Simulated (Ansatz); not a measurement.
Hypothetical rutile SnS2: pressure series

Consider SnS2 in the rutile structure (space group P4_2/mnm, No. 136; a hypothetical phase, not in the database extracts checked).

```cif
data_S4Sn2
_chemical_formula_sum 'Sn2 S4'
_space_group_name_H-M_alt 'P 1'
_space_group_IT_number 1
_cell_length_a 6.07061
_cell_length_b 6.07061
_cell_length_c 3.78746
_cell_angle_alpha 90.000
_cell_angle_beta 90.000
_cell_angle_gamma 90.000
loop_
_space_group_symop_operation_xyz
  'x, y, z'
loop_
_atom_site_label
_atom_site_type_symbol
_atom_site_fract_x
_atom_site_fract_y
_atom_site_fract_z
_atom_site_occupancy
Sn1 Sn 0.00000 0.00000 0.00000 1
Sn2 Sn 0.50000 0.50000 0.50000 1
S1 S 0.30672 0.30672 0.00000 1
S2 S 0.80672 0.19328 0.50000 1
S3 S 0.19328 0.80672 0.50000 1
S4 S 0.69328 0.69328 0.00000 1
```

Cell and atoms are relaxed at each pressure.

Level of theory: PBEsol in Ansatz (plane waves to 420 eV, PAW, no SOC), earlier PAW set.

```json
[
 {"pressure (GPa)": "-2", "volume per atom (Å³/atom)": "24.161"},
 {"pressure (GPa)": "-1", "volume per atom (Å³/atom)": "23.671"},
 {"pressure (GPa)": "0", "volume per atom (Å³/atom)": "23.263"},
 {"pressure (GPa)": "1.8", "volume per atom (Å³/atom)": "?"},
 {"pressure (GPa)": "4.2", "volume per atom (Å³/atom)": "21.973"},
 {"pressure (GPa)": "9", "volume per atom (Å³/atom)": "20.924"},
 {"pressure (GPa)": "18", "volume per atom (Å³/atom)": "19.517"},
 {"pressure (GPa)": "45", "volume per atom (Å³/atom)": "16.969"}
]
```

Q: Fit the third-order Birch–Murnaghan form P(V) = (3B₀/2)[(V₀/V)^(7/3) − (V₀/V)^(5/3)]·[1 + (3/4)(B₀′ − 4)((V₀/V)^(2/3) − 1)] (squares taken in P) to the rows shown and predict the withheld row.

A: Least squares on the printed values gives V₀ = 23.293 Å³/atom, B₀ = 65.1 GPa, B₀′ = 4.9; this predicts 22.697 Å³/atom, and the run gives 22.647 Å³/atom, 0.050 lower.

The mesh was chosen for an insulator and is coarse for the gapless case. Load acts through the strain it causes; cell and atoms are relaxed under it. Stability against distortions was not tested. Competing high-pressure phases were not computed. The final runs are not spin-polarised.

Ansatz is a program for electronic structure.
